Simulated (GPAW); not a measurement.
**Equation of state of diamond-structure C (space group 227): energy against volume (GPAW, PBE)**

```
C
1.0
    0.00000     1.75179     1.75179
    1.75179     0.00000     1.75179
    1.75179     1.75179     0.00000
C
2
Direct
  0.50000   0.50000   0.50000
  0.75000   0.75000   0.75000
```

Computed with PBE, GPAW PAW datasets PBE (gpaw-data 1.0.1) (plane waves; GPAW 25.7.0). Settings: mode = pw; ecut = 1040 eV; xc = PBE; kpts = 16 16 16; mesh shift (steps) = 0 0 0; occupations.name = fermi-dirac; occupations.width = 0.01 eV; nbands = -6; convergence.bands = -4; symmetry.symmorphic = false; symmetry.tolerance = 0.0005; maxiter = 100. The cell above is the first row's. The rows scale it uniformly. In all rows fractional positions and the k mesh are held. E is the free energy at the stated smearing, counted from the lowest row.

| V (Å^3/atom) | E (meV/atom) |
|---|---|
| 5.3758 | 27.24 |
| 5.4927 | 10.68 |
| 5.6096 | 1.84 |
| 5.7264 | 0.00 |
| 5.8433 | 4.53 |
| 5.9602 | 14.84 |
| 6.0770 | 30.38 |
| 6.1939 | 50.69 |
| 6.3107 | ? |

### Question
Using the third-order Birch-Murnaghan form, a cubic in V^(-2/3), estimate the missing E at V = 6.3107 from the other rows, showing the fit.

### Answer
With u = V^(-2/3) - 0.311, the rows have u = 0.014865, 0.010225, 0.005747, 0.001425, -0.002756, -0.006800, -0.010710, -0.014501. Least squares gives E = 0.851 - 846.11·u + 177532·u² - 79275·u³. Residuals (row less fit): -0.002, 0.004, 0.003, -0.006, -0.003, 0.001, 0.006, -0.003; standard error 0.006 (degrees of freedom: 4). Its minimum lies at u = 0.002387, so V0 = (0.313387)^(-3/2) = 5.700. There d²E/du² = 353900 and d³E/du³ = -475600, so B0 = (4/9) × 5.700^(-7/3) × 353900 × 0.160218 = 434 GPa (the last factor turns the table's units into GPa), and B0' = 4 + (2/3) × 0.313387 × (-475600)/353900 = 3.7. The program's pressures in the fitted runs (not shown) pass through zero at V = 5.69, 0.09 % from this V0. At the withheld row, u = -0.018170, so E = 0.851 - 846.11 × (-0.018170) + 177532 × (-0.018170)² - 79275 × (-0.018170)³ = 75.312 meV/atom. The calculation gives 75.31 meV/atom, which the fit meets to the printed digits. The row lies outside the fitted rows, so this is an extrapolation. From the scatter of the fitted rows alone, a prediction at this place has a standard error of 0.013 meV/atom, so the miss is 0.1 times that.

Carrying the step between the two nearest rows on in a straight line would have given 70.98, off by 4.33; series whose last step already gives the withheld value aren't shown. The scan was laid around a cell of about the measured size, scaled by a guess for this functional. The runs keep the symmetry of the cell, so they don't test it for distortions. Cutoffs and mesh are single choices, not tested for convergence of this quantity. Series with a scatter that would blur these digits, or in which a gap closes, are not shown. Nor are scans whose minimum lies at an end fitted in this form.
